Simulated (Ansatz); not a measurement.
**Hypothetical CdI2 type HfO2, pressure series**

The parent structure is HfO₂ in the CdI2 type structure (space group P-3m1, No. 164; a = 3.208 Å, c = 4.515 Å; a hypothetical phase, not in the database extracts checked; layered, stacked along the Cartesian z axis).

Cell and atoms are relaxed at each pressure.

Levels (all Ansatz, a program for electronic structure, PAW): PBEsol-D3(BJ) (420 eV, scalar-relativistic without spin-orbit coupling); r2SCAN (500 eV, scalar-relativistic without spin-orbit coupling); HSE06 (420 eV, no spin-orbit coupling).

Band gaps by level, all at the geometries relaxed with PBEsol-D3(BJ):

```tsv
case	PBEsol-D3(BJ)	r2SCAN	HSE06
base	4.40 eV	4.97 eV	6.11 eV
pressure 1.8 GPa	4.22 eV	4.78 eV	5.91 eV
pressure 4.2 GPa	4.01 eV	4.57 eV	5.69 eV
pressure 9 GPa	3.71 eV	4.26 eV	5.37 eV
pressure 18 GPa	3.32 eV	3.87 eV	4.96 eV
pressure 30 GPa	2.95 eV	3.50 eV	4.56 eV
```

Single points use the geometry relaxed with PBEsol-D3(BJ). The hybrid gap comes from the SCF mesh plus the semilocal run's edge points and a few special points and is an upper bound. Spin-orbit coupling, missing from the scalar runs, can matter with Hf. Load acts through the strain it causes; cell and atoms are relaxed under it. No phonon test of stability was made. No other phases were tried under pressure.
